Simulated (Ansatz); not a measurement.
An Ansatz (a quantum-chemistry and plane-wave program) run: hypothetical I-43d Si3P4; Kohn–Sham DFT with the PBEsol functional, run in Ansatz with PAW and 420 eV plane waves, no SOC.

Input:

Ansatz 0.2 input:
```yaml
crystal:
  lattice:
    - [-3.9778844502, 3.9778844502, 3.9778844502]
    - [3.9778844502, -3.9778844502, 3.9778844502]
    - [3.9778844502, 3.9778844502, -3.9778844502]
  atoms:
    - { symbol: Si, position: [0.25, 0.625, 0.375] }
    - { symbol: Si, position: [0.75, 0.875, 0.125] }
    - { symbol: Si, position: [0.375, 0.25, 0.625] }
    - { symbol: Si, position: [0.125, 0.75, 0.875] }
    - { symbol: Si, position: [0.625, 0.375, 0.25] }
    - { symbol: Si, position: [0.875, 0.125, 0.75] }
    - { symbol: P, position: [0.0208389276, 0.0208389276, 0.0208389276] }
    - { symbol: P, position: [0.5, 0, 0.4791610724] }
    - { symbol: P, position: [0, 0.4791610724, 0.5] }
    - { symbol: P, position: [0.4791610724, 0.5, 0] }
    - { symbol: P, position: [0.5208389276, 0.5208389276, 0.5208389276] }
    - { symbol: P, position: [0.5, 0, 0.9791610724] }
    - { symbol: P, position: [0.9791610724, 0.5, 0] }
    - { symbol: P, position: [0, 0.9791610724, 0.5] }
basis: { ecutwfc: 420, ecutrho_ratio: 4, xc_grid: 2, fft_grid_basis: typed }
kpoints: { mp_grid: { grid: [7, 7, 7] } }
hamiltonian:
  xc: pbesol
  dispersion: none
  pseudopotentials: { kind: paw }
scf: { occupations: { method: fermi_dirac, width: 0.05 }, convergence: { dr2_threshold: 0.0000000014 } }
output: { forces: true, stress: true }
```

Output (explanatory and most iteration lines left out):

```
Pseudopotential: Si, paw, valence charge 4
Pseudopotential: P, paw, valence charge 5
Crystal: 14 atoms, lattice volume = 251.777 Å³
Basis set: ecut = 420 eV, 4921 PW (Γ), exchange–correlation on 96×96×96 points (8 copies of the dense FFT grid, shifted against one another)
Bands: 46, of which v1, the nominal top of the filled ones, is band 32 counted from 1 (31 counted from 0)
Symmetry: 24 space group operations
Space group: I-43d (ITA 220), of the structure as read, at distance tolerance 6.3e-5 Å
k-points: 20 of 343 (time reversal used)
Functional: x = pbesol(κ = 0.804, μ = 0.12345679012345678), c = pbesol(β = 0.046)
SCF iter   1: F=—  HF=-9649.006552 eV  |F-HF|=—  |Δ(HF+E_count)|=         —  Δρ=3.40e-3  dr2=3.67e-2  ethr=1.77e-3  ⟨swp⟩=9.6  Hψ=5648  notcnv=0  defer=47
SCF iter   2: F=—  HF=-9648.998610 eV  |F-HF|=—  |Δ(HF+E_count)|=   7.94e-3  Δρ=1.80e-3  dr2=1.05e-2  ethr=5.73e-5  ⟨swp⟩=2.0  Hψ=1658  notcnv=0  defer=84
SCF 1 converged in 7 iterations: F = -9648.995692 eV  dr2 = 1.11e-9
SCF converged after 7 iterations
Free energy (F): -9648.995692 eV
Internal energy: -9648.953175 eV  (E = F + TS)
E sigma→0 (E₀):  -9648.974433 eV
Entropy (-TS):   -0.042517 eV (-3.037 meV/atom)
Fermi energy:    7.513195 eV
--- Forces (eV/Å), atoms counted from 1 ---
  atom   1  Si     0.00000000     0.00000000    -0.00000000
  atom   2  Si     0.00000000    -0.00000000     0.00000000
  atom   3  Si    -0.00000000     0.00000000    -0.00000000
  atom   4  Si    -0.00000000    -0.00000000    -0.00000000
  atom   5  Si     0.00000000     0.00000000    -0.00000000
  atom   6  Si    -0.00000000     0.00000000     0.00000000
  atom   7  P     -0.00016822    -0.00016822    -0.00016822
  atom   8  P      0.00016822     0.00016822    -0.00016822
  atom   9  P      0.00016822    -0.00016822     0.00016822
  atom  10  P     -0.00016822     0.00016822     0.00016822
  atom  11  P     -0.00016822    -0.00016822    -0.00016822
  atom  12  P      0.00016822     0.00016822    -0.00016822
  atom  13  P     -0.00016822     0.00016822     0.00016822
  atom  14  P      0.00016822    -0.00016822     0.00016822
--- Stress (GPa, compression-positive) ---
       -0.004343      -0.000000       0.000000
       -0.000000      -0.004343       0.000000
        0.000000       0.000000      -0.004343
  P = ⅓ Tr σ = -0.0043 GPa (-0.043 kbar)
```

Whether these cells are dynamically stable was not tested. The final runs are not spin-polarised. The cell is Si$_{3}$P$_{4}$ (space group I-43d, No. 220; a hypothetical phase, not in the database extracts checked).
